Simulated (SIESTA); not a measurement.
## SIESTA run on Bi (R-3m, 2 atoms in the cell): self-consistent single point

Level of theory: GGA PBEsol, numerical atomic orbitals DZP, PseudoDojo PBEsol standard norm-conserving potentials (rewritten from UPF to PSML) (SIESTA 5.4.2).

Input as run:

```
# files in the folder: Bi.psml (PseudoDojo PBEsol standard)
SystemName  Bi
SystemLabel siesta

NumberOfAtoms                2
NumberOfSpecies              1
%block ChemicalSpeciesLabel
  1 83 Bi
%endblock ChemicalSpeciesLabel
LatticeConstant              1.0 Ang
%block LatticeVectors
     4.144990000   -2.263625000    0.000000000
     4.144990000    2.263625000    0.000000000
     2.908800000    0.000000000    3.720729000
%endblock LatticeVectors
AtomicCoordinatesFormat      Ang
%block AtomicCoordinatesAndAtomicSpecies
     2.667963751    0.000000000    0.886415315  1
     8.578265480   -0.000000000    2.850078414  1
%endblock AtomicCoordinatesAndAtomicSpecies

XC.functional                GGA
XC.authors                   PBEsol
PAO.BasisSize                DZP
PAO.EnergyShift              0.01 Ry
MeshCutoff                   400 Ry
%block kgrid.MonkhorstPack
    8   0   0  0.0
    0   8   0  0.0
    0   0   8  0.0
%endblock kgrid.MonkhorstPack
OccupationFunction           MP
OccupationMPOrder            0
ElectronicTemperature        1160.45 K

MaxSCFIterations             150
SCF.Mixer.Method             Pulay
SCF.Mixer.Weight             0.2
SCF.Mixer.History            8
SCF.DM.Tolerance             1.0E-05
Diag.ParallelOverK           true
WriteForces                  true
```

Output (repeated stretches shortened):

```
reinit: Reading from file input.fdf

reinit: System Name: Bi
reinit: System Label: siesta

coor:   Atomic-coordinates input format  =     Cartesian coordinates
coor:                                          (in Angstroms)

siesta: Atomic coordinates (Bohr) and species
siesta:      5.04172   0.00000   1.67508  1        1
siesta:     16.21057  -0.00000   5.38587  1        2

siesta: System type = bulk

initatomlists: Number of atoms, orbitals, and projectors:      2    36    64

siesta: ******************** Simulation parameters ****************************
redata: Spin configuration                          = none
redata: Time-Reversal Symmetry                      = T
redata: Number of Atomic Species                    =        1
redata: Mesh Cutoff                                 =   400.0000 Ry
redata: Net charge of the system                    =     0.0000 |e|
redata: Min. number of SCF Iter                     =        0
redata: Max. number of SCF Iter                     =      150
redata: SCF convergence failure will abort job
redata: SCF mix quantity                            = Hamiltonian
redata: Mix DM or H after convergence               =   F
redata: Recompute H after scf cycle                 =   F
redata: Mix DM in first SCF step                    =   T
redata: No kicks to SCF
redata: DM Mixing Weight for Kicks                  =     0.5000
redata: Require Harris convergence for SCF          =   F
redata: Harris energy tolerance for SCF             =     0.000100 eV
redata: Require DM convergence for SCF              =   T
redata: DM tolerance for SCF                        =     0.000010
redata: Require EDM convergence for SCF             =   F
redata: EDM tolerance for SCF                       =     0.001000 eV
redata: Require H convergence for SCF               =   T
redata: Hamiltonian tolerance for SCF               =     0.001000 eV
redata: Require (free) Energy convergence for SCF   =   F
redata: (free) Energy tolerance for SCF             =     0.000100 eV
redata: Using DFT-D3 dispersion                     =   F
redata: Using Saved Data (generic)                  =   F
redata: Method of Calculation                       = Diagonalization
redata: Electronic Temperature                      =  1160.4500 K
redata: Number of TDED substeps                     =        3
redata: Dynamics option                             = Single-point calculation
redata: Save all siesta data in one NC              =   F
redata: ***********************************************************************

%block SCF.Mixers
  Pulay
%endblock SCF.Mixers

%block SCF.Mixer.Pulay
  # Mixing method
  method pulay
  variant stable

  # Mixing options
  weight 0.2000
  weight.linear 0.2000
  history 8
%endblock SCF.Mixer.Pulay

DM_history_depth set to one: no extrapolation allowed by default for geometry relaxation
Size of DM history Fstack: 1
Total number of electrons:    30.000000
Total ionic charge:    30.000000

* ProcessorY, Blocksize:    1  37

* Orbital distribution balance (max,min):    36    36

k-point displ. along   1 input, could be:     0.00    0.50
k-point displ. along   2 input, could be:     0.00    0.50
k-point displ. along   3 input, could be:     0.00    0.50
 Kpoints in:          320 . Kpoints trimmed:          296

siesta: k-grid: Number of k-points = 296
siesta: k-points from Monkhorst-Pack grid
siesta: k-cutoff (effective) =    18.109 Ang
siesta: k-point supercell and displacements
siesta: k-grid:     8     0     0      0.000
siesta: k-grid:     0     8     0      0.000
siesta: k-grid:     0     0     8      0.000

diag: Algorithm                                     = D&C
diag: Parallel over k                               =   F
diag: Use parallel 2D distribution                  =   F
diag: Parallel block-size                           = 37
diag: Parallel distribution                         =     1 x     1
diag: Used triangular part                          = Lower
diag: Absolute tolerance                            =  0.100E-15
diag: Orthogonalization factor                      =  0.100E-05
diag: Memory factor                                 =  1.0000

superc: Internal auxiliary supercell:     5 x     5 x     5  =     125
superc: Number of atoms, orbitals, and projectors:    250   4500   8000

                        Single-point calculation

superc: Internal auxiliary supercell:     5 x     5 x     5  =     125
superc: Number of atoms, orbitals, and projectors:    250   4500   8000

outcell: Unit cell vectors (Ang):
        4.144990   -2.263625    0.000000
        4.144990    2.263625    0.000000
        2.908800    0.000000    3.720729

outcell: Cell vector modules (Ang)   :    4.722811    4.722811    4.722811
outcell: Cell angles (23,13,12) (deg):     57.2789     57.2789     57.2789
outcell: Cell volume (Ang**3)        :     69.8210
new_DM -- step:     1
Initializing Density Matrix...

Attempting to read DM from file... Failed...
DM filled with atomic data:

InitMesh: MESH = 48 x 48 x 48 = 110592
InitMesh: Mesh cutoff (required, used) =   400.000   411.540 Ry

stepf: Methfessel-Paxton step function
       Using Hermite-Gauss polynomials of order  0

        iscf     Eharris(eV)        E_KS(eV)     FreeEng(eV)     dDmax    Ef(eV) dHmax(eV)
   scf:    1    -4445.587023    -4443.037975    -4443.039328  0.496214 -3.071791  2.819335
   scf:    2    -4443.299614    -4443.172416    -4443.173703  0.033952 -3.172682  2.016399
   scf:    3    -4443.398727    -4443.304610    -4443.305841  0.069000 -3.417349  0.068878
   scf:    4    -4443.305881    -4443.305426    -4443.306678  0.003848 -3.423441  0.050929
   scf:    5    -4443.305530    -4443.305504    -4443.306757  0.002500 -3.413195  0.021585
   scf:    6    -4443.305541    -4443.305526    -4443.306777  0.000854 -3.414468  0.002999
   scf:    7    -4443.305526    -4443.305526    -4443.306777  0.000084 -3.414313  0.001003
   scf:    8    -4443.305526    -4443.305526    -4443.306777  0.000036 -3.414240  0.000025
   scf:    9    -4443.305526    -4443.305526    -4443.306777  0.000000 -3.414239  0.000012

SCF Convergence by DM+H criterion
max |DM_out - DM_in|         :     0.0000004811
max |H_out - H_in|      (eV) :     0.0000117046
SCF cycle converged after 9 iterations

Using DM_out to compute the final energy and forces

siesta: E_KS(eV) =            -4443.3055

siesta: E_KS - E_eggbox =     -4443.3055

siesta: Atomic forces (eV/Ang):
     1    0.064139   -0.000000    0.021309
     2   -0.068770   -0.000000   -0.022847
   Tot   -0.004631   -0.000000   -0.001538
   Max    0.068770
   Res    0.040454    sqrt( Sum f_i^2 / 3N )
   Max    0.068770    constrained

Stress tensor Voigt[x,y,z,yz,xz,xy] (kbar):        1.37       -1.41       -1.10       -0.00        0.92       -0.00
(Free)E + p*V (eV/cell)    -4443.2903
Target enthalpy (eV/cell)    -4443.3068

siesta: Program's energy decomposition (eV):
siesta: Ebs     =      -615.546211
siesta: Eions   =      4883.626144
siesta: Ena     =       280.464510
siesta: Ekin    =      2115.253056
siesta: Enl     =      -825.743738
siesta: Eso     =         0.000000
siesta: Edftu   =         0.000000
siesta: DEna    =        23.297143
siesta: DUscf   =         0.550839
siesta: DUext   =         0.000000
siesta: Ex      =     -1075.063902
siesta: Ec      =       -78.437290
siesta: Exc     =     -1153.501192
siesta: Eharris =     -4443.305526
siesta: Etot    =     -4443.305526
siesta: FreeEng =     -4443.306777

siesta: Atomic forces (eV/Ang):
siesta:      1    0.064139   -0.000000    0.021309
siesta:      2   -0.068770   -0.000000   -0.022847
siesta: ----------------------------------------
siesta:    Tot   -0.004631   -0.000000   -0.001538

siesta: Stress tensor (static) (eV/Ang**3):
siesta:     0.000855   -0.000000    0.000576
siesta:    -0.000000   -0.000878    0.000000
siesta:     0.000576   -0.000000   -0.000687

siesta: Cell volume =         69.820990 Ang**3

siesta: Pressure (static):
siesta:                Solid            Molecule  Units
siesta:           0.00000258          0.00002525  Ry/Bohr**3
siesta:           0.00023665          0.00231873  eV/Ang**3
siesta:           0.37914867          3.71502228  kBar
```

The run converged in 9 iterations.

The starting cell has typed, rounded lattice constants, without a prior relaxation at this level. Its lattice was rescaled by up to half a per cent. One atom was moved a little off its site on purpose. Values carry the incompleteness of an atom-centred basis.
